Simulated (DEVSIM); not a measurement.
**GaAs p-n junction from an implanted or diffused profile**

Device: GaAs p-n junction from an implanted or diffused profile, at 400 K.

```tsv
layer (left to right)	material	thickness (μm)	Nd (cm⁻³)	τn (s)	τp (s)
1	GaAs	25.0	4.8e15	2e-8	2e-8
```

Added acceptor profile: 4.7e17 cm⁻³ × exp(−(x − 0 μm)²/(2·(0.043 μm)²)). Left contact: ohmic. Right contact: ohmic. Voltage is applied to the left contact. Recombination: SRH at mid-gap, Auger. Mobility is μmin + (μ − μmin)/(1 + (N/Nref)^α).

Constants are typed, rounded textbook-type inputs, not results; the design itself was drawn at random and stands for no fabricated device. Values at 300 K; Nc and Nv go as T^1.5, mobilities as T to minus their exponent, the gap by Varshni's rule with the affinity fixed.

| parameter | GaAs |
|---|---|
| gap (eV) | 1.424 |
| affinity (eV) | 4.07 |
| permittivity | 12.9 |
| Nc (cm⁻³) | 4.7e17 |
| Nv (cm⁻³) | 9e18 |
| μn (cm²/Vs) | 8500 |
| μp (cm²/Vs) | 400 |
| μn,min | 500 |
| μp,min | 20 |
| Nref,n | 6e16 |
| Nref,p | 1.5e17 |
| αn | 0.39 |
| αp | 0.38 |
| T exponent of μn | 2.1 |
| T exponent of μp | 2.2 |
| Cn (cm⁶/s) | 1e-30 |
| Cp (cm⁶/s) | 1e-30 |
| Varshni α (eV/K) | 0.000541 |
| Varshni β (K) | 204 |

Model (solved in DEVSIM): 1D drift-diffusion, Boltzmann statistics, complete ionisation; no tunnelling, impact ionisation, image-force lowering or self-heating.

```
Item                                             Value
---------------------------------------------  -------
Potential step across the device at zero bias  1.087 V
Dark forward voltage at 1 A/cm²                0.766 V
Dark forward voltage at 100 A/cm²              1.010 V
```

Dark reverse current:

```tsv
V (V)	J (A/cm²)
-0.40	-4.2e-7
-1.00	-8.3e-7
-2.00	-1.4e-6
-3.00	-1.8e-6
-4.00	-2.1e-6
-6.00	-2.8e-6
-8.00	-3.3e-6
-10.00	-3.8e-6
-13.00	-4.4e-6
-16.00	-5.0e-6
-20.00	-5.6e-6
```

Small-signal capacitance in reverse bias (quasi-static):

```json
[
 {"V (V)": "-0.4", "C (nF/cm²)": "17.5"},
 {"V (V)": "-1", "C (nF/cm²)": "14.6"},
 {"V (V)": "-2", "C (nF/cm²)": "11.9"},
 {"V (V)": "-3", "C (nF/cm²)": "10.3"},
 {"V (V)": "-4", "C (nF/cm²)": "9.24"},
 {"V (V)": "-6", "C (nF/cm²)": "7.82"},
 {"V (V)": "-8", "C (nF/cm²)": "6.90"},
 {"V (V)": "-10", "C (nF/cm²)": "6.24"},
 {"V (V)": "-13", "C (nF/cm²)": "5.54"},
 {"V (V)": "-16", "C (nF/cm²)": "5.03"},
 {"V (V)": "-20", "C (nF/cm²)": "4.53"}
]
```
